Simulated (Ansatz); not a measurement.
The starting structures come from a database of crystals and need not be the phases stable at ambient conditions.

# Evanescent states of LiNbO₂ (P6_3/mmc, 8 atoms a cell, 9.7 Å³ an atom, -5 GPa at this level) along the normal of (110)

The numbers are results of r2SCAN (plane waves, PAW; Ansatz, a first-principles code), not measurements.

The gap is the functional's own, uncorrected, and κ follows it; spin-orbit coupling is left out. Mid-gap means the computed energy nearest the middle.

Energies count from the valence-band top; κ is the least over a 6×4 mesh across the current.

```json
[
 {"E (eV)": "0.05", "κ (1/Å)": "0.081", "where": "Γ"},
 {"E (eV)": "0.15", "κ (1/Å)": "0.136", "where": "Γ"},
 {"E (eV)": "0.25", "κ (1/Å)": "0.172", "where": "Γ"},
 {"E (eV)": "0.35", "κ (1/Å)": "0.198", "where": "Γ"},
 {"E (eV)": "0.45", "κ (1/Å)": "0.218", "where": "Γ"},
 {"E (eV)": "0.55", "κ (1/Å)": "0.234", "where": "Γ"},
 {"E (eV)": "0.65", "κ (1/Å)": "0.247", "where": "Γ"},
 {"E (eV)": "0.75", "κ (1/Å)": "0.256", "where": "Γ"},
 {"E (eV)": "0.85", "κ (1/Å)": "0.262", "where": "Γ"},
 {"E (eV)": "0.95", "κ (1/Å)": "0.266", "where": "Γ"},
 {"E (eV)": "1.05", "κ (1/Å)": "0.266", "where": "Γ"},
 {"E (eV)": "1.15", "κ (1/Å)": "0.262", "where": "Γ"},
 {"E (eV)": "1.25", "κ (1/Å)": "0.255", "where": "Γ"},
 {"E (eV)": "1.35", "κ (1/Å)": "0.244", "where": "Γ"},
 {"E (eV)": "1.45", "κ (1/Å)": "0.226", "where": "Γ"},
 {"E (eV)": "1.55", "κ (1/Å)": "0.201", "where": "Γ"},
 {"E (eV)": "1.65", "κ (1/Å)": "0.162", "where": "Γ"},
 {"E (eV)": "1.75", "κ (1/Å)": "0.093", "where": "Γ"}
]
```

How thick must the barrier be to attenuate the transmission by 10^8 when the electrodes' Fermi level lies at 0.45 eV, and what attenuation does that film give at 1.05 eV?

d = 8 ln 10 / (2 × 0.218) = 42.2 Å. At 1.05 eV it gives 8 × 0.266/0.218 = 9.8 decades.
